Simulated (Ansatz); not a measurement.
Worked example: relaxation of cell and atoms of KMg6Nb (P-6m2, 8 atoms in the cell) in Ansatz (an electronic-structure program).

Computed with LDA (PW92), harder PAW files (source: ansatz) made with PBE (plane waves; Ansatz).

```yaml
crystal:
  lattice:
    - [6.50896, 0.00000, 0.00000]
    - [-3.25448, 5.63692, 0.00000]
    - [0.00000, 0.00000, 5.12416]
  atoms:
    - { symbol: K, position: [0.66667, 0.33333, 0.00000] }
    - { symbol: Mg, position: [0.69877, 0.84938, 0.00000] }
    - { symbol: Mg, position: [0.15062, 0.30123, 0.00000] }
    - { symbol: Mg, position: [0.15062, 0.84938, 0.00000] }
    - { symbol: Mg, position: [0.01339, 0.50669, 0.50000] }
    - { symbol: Mg, position: [0.49331, 0.98661, 0.50000] }
    - { symbol: Mg, position: [0.49331, 0.50669, 0.50000] }
    - { symbol: Nb, position: [0.00000, 0.00000, 0.50000], spin: 1.0 }
```
(The spins are starting values, not results.)

Reference input (self-consistent single point, DFT, LDA (PW92), plane waves, harder PAW files (source: ansatz) made with PBE): basis.ecutwfc = 710 eV; kpoints.mp_grid.grid = 3 3 4; hamiltonian.xc = lda; hamiltonian.pseudopotentials = {kind: paw, source: ansatz}; magnetization.spin_polarized = true; scf.occupations.method = fermi_dirac; scf.occupations.width = 0.136 eV. This run's input differs from it in these lines:

Ansatz 0.2 input:
```diff
@@ -16,3 +16,3 @@
 basis:
-  ecutwfc: 710.0 eV
+  ecutwfc: 425.0 eV
 kpoints:
@@ -26,2 +26,4 @@
   occupations: { method: fermi_dirac, width: 0.136 eV }
+relax:
+  cell: {}
 output:
```

Log, with long lists cut:

```
   [... SCF lines of the steps left out ...]
relax step   1: F+E_penalty+E_count = -17352.71643820 eV  Δ(F+E_penalty+E_count) = +0.000e0 eV  max|allowed force component| = 7.949e-2 eV/Å  Δτ_max = 0.0000 Å  P = -2.324 GPa  Ω = 188.008 Å³  (13 SCF iters, dr2 threshold 1.00e-7 eV, accepted)
relax step   2: F+E_penalty+E_count = -17353.32312187 eV  Δ(F+E_penalty+E_count) = -6.067e-1 eV  max|allowed force component| = 4.479e-2 eV/Å  Δτ_max = 0.0330 Å  P = +3.318 GPa  Ω = 176.530 Å³  energy of the carried Pulay correction = +6.348e-1 eV  [...]
   [... lines left out ...]
relax step  16: F+E_penalty+E_count = -17352.82015445 eV  Δ(F+E_penalty+E_count) = -6.742e-3 eV  max|allowed force component| = 1.776e-4 eV/Å  Δτ_max = 0.0003 Å  P = +0.000 GPa  Ω = 176.190 Å³  energy of the carried Pulay correction = +6.716e-3 eV  [...]
relax step  17: F+E_penalty+E_count = -17352.81059876 eV  Δ(F+E_penalty+E_count) = +9.556e-3 eV  max|allowed force component| = 1.273e-4 eV/Å  Δτ_max = 0.0000 Å  P = -0.010 GPa  Ω = 176.190 Å³  stress off target by 2.22e-2 GPa  SCF on the basis [...]
basis re-selected at this cell: Δ(F+E_penalty+E_count) = +9.556e-3 eV, ΔP = -0.010 GPa vs the last step
the relaxation is at rest under the 12 symmetry operations that the run kept from its start: a minimum is not shown …
the relaxation's final electronic state is not compared with the one that a single-point calculation of its input finds at the relaxed geometry …
Magnetization: 0.0000 μB (41.0000 up, 41.0000 down)
   [... lines left out ...]
Absolute magnetization: 0.0000 μB (∫|ρ↑−ρ↓|, with the PAW one-centre terms)
Free energy (F): -17352.810599 eV
Fermi energy:    7.089731 eV
  cell:  # Å, volume = 176.1896 Å³
   [... lines left out ...]
    - { symbol: Mg, position: [0.013307965372372332, 0.5066539826861861, 0.4999999999999999] }
    - { symbol: Mg, position: [0.49334601731381394, 0.9866920346276279, 0.4999999999999999] }
    - { symbol: Mg, position: [0.49334601731381383, 0.5066539826861861, 0.4999999999999999] }
    - { symbol: Nb, position: [-8.227638266105048e-19, -1.836245025823491e-17, 0.4999999999999999] }
```

The run converged.  The full log also holds: “iter 8 did not close the SCF: its close was put off for a magnetic moment that had not settled (scf_convergence_deferred on its scf_iter line)”. The full log also holds: “iter 8 did not close the SCF: its close was put off for a magnetic moment that had not settled (scf_convergence_deferred on its scf_iter line)”.

Summary of the result:
* **Free energy E − TS (on the zero of these files)**: -17352.8106 eV
* **Fermi level (on the code's own zero)**: 7.09 eV
* **Pressure**: -0.01 GPa
* **Size of the cell's spin moment**: 0.00 μB
* **Final cell**: a = 6.3495 Å, b = 6.3495 Å, c = 5.0463 Å, α = 90.00°, β = 90.00°, γ = 120.00°
* **Final volume per atom**: 22.02 Å³
* **Relaxation steps**: 17

The starting cell comes from a database of computed structures (which also holds hypothetical and non-ambient phases and stackings), without a prior relaxation at this level. The starting moments vanished: the run ended non-magnetic. The program warned that a starting moment was not kept. The relaxation keeps the symmetry of its start, so its end need not be a minimum. Ansatz's pressure includes its estimate of the finite-basis (Pulay) stress. Without the estimate this run gives -9.17 GPa. The cutoff lies below the one recommended for these files.

Cost on one core of a shared machine: roughly 6 min.
